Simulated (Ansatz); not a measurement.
The parent structure is TiC in the rock salt structure (space group Fm-3m, No. 225; a = 4.333 Å).

Structures relaxed with PBE, PAW, 420 eV (Ansatz, a quantum-chemistry and plane-wave program; no spin-orbit coupling), earlier PAW set.

Base:

Simulated powder pattern, Cu Kα1, λ = 1.54056 Å (kinematic, ideal powder, no thermal factors, no anomalous dispersion; the 8 strongest lines at most, above 2 %, up to 2θ = 90°):

```json
[
 {"2θ (°)": "35.87", "I/Imax (%)": "87", "hkl": "(111)"},
 {"2θ (°)": "41.66", "I/Imax (%)": "100", "hkl": "(200)"},
 {"2θ (°)": "60.38", "I/Imax (%)": "57", "hkl": "(220)"},
 {"2θ (°)": "72.26", "I/Imax (%)": "30", "hkl": "(311)"},
 {"2θ (°)": "76.03", "I/Imax (%)": "18", "hkl": "(222)"}
]
```

Modification: full substitution Ti → Zn, then cell and atoms are relaxed.

**Question.** Predict the new powder pattern.

**Answer.** 
Simulated powder pattern, Cu Kα1, λ = 1.54056 Å (kinematic, ideal powder, no thermal factors, no anomalous dispersion; the 8 strongest lines at most, above 2 %, up to 2θ = 90°):

| 2θ (°) | d (Å) | I/Imax (%) | hkl |
|---|---|---|---|
| 35.39 | 2.534 | 100 | (111) |
| 41.09 | 2.195 | 88 | (200) |
| 59.52 | 1.552 | 54 | (220) |
| 71.19 | 1.323 | 38 | (311) |
| 74.88 | 1.267 | 17 | (222) |
| 89.17 | 1.097 | 8.1 | (400) |

The indices refer to each structure's own conventional cell; one index is shown for lines that coincide.

Whether these cells are dynamically stable was not tested. As relaxed here, ZnC is a hypothetical phase, not in the database extracts checked. All final runs are without spin polarisation.
